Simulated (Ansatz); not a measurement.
**MgSe, pressure series**

The parent structure is MgSe in the rock salt structure (space group Fm-3m, No. 225).

MgSe is modelled in the cubic space group Fm-3m (No. 225), the rock salt structure, Pearson symbol cF8. Lattice parameters: a = b = c = 5.472 Å, α = β = γ = 90.00°. Se on 4a has 6 Mg at 2.736 Å (octahedral). Mg on 4b is coordinated by 6 Se at 2.736 Å (octahedral). (Neighbours: up to the widest gap in distance over summed covalent radii, below 1.35, at either atom; cation-cation and far metal-metal contacts left out.)
(The calculation used a cell of 2 atoms; values per cell refer to that cell.)

Cell and atoms are relaxed at each pressure.

Computed with r2SCAN (Ansatz, a quantum-chemistry and plane-wave program), scalar-relativistic without spin-orbit coupling.

Candidates:
(a) pressure 0.3 GPa
(b) pressure 0.7 GPa
(c) pressure −1 GPa
(d) pressure 1.5 GPa
(e) pressure −2 GPa

Before the change:

Smallest direct gap: 3.44 eV

Problem. Order them by smallest direct gap, highest first.

Solution. (d) pressure 1.5 GPa (3.60 eV), (b) pressure 0.7 GPa (3.51 eV), (a) pressure 0.3 GPa (3.47 eV), (c) pressure −1 GPa (3.33 eV), (e) pressure −2 GPa (3.21 eV)

Load acts through the strain it causes; cell and atoms are relaxed under it. No phonon test of stability was made.
